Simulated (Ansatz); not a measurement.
Start from PbS in the rock salt structure (space group Fm-3m, No. 225; a = 5.9027 Å).

Method: PBEsol in Ansatz (plane waves to 420 eV, PAW, scalar-relativistic without spin-orbit coupling).

For the base:

Gap character: direct at L
Density: 7.73 g/cm³

It is then changed as follows: cell and atoms relaxed at a pressure of 1.5 GPa.

How does this affect the mean gap deformation potential ΔEg/Δln V?

The mean gap deformation potential ΔEg/Δln V comes out as +4.0 eV.

What happens to the gap character?

The gap character stays direct at L.

What does the calculation give for the density after the change?

The density goes up by 0.186 g/cm³ to 7.91 g/cm³.

With Pb present, leaving out spin-orbit coupling can change the band edges. Load acts through the strain it causes; cell and atoms are relaxed under it. Stability against distortions was not tested.

Ansatz is a program for electronic structure.
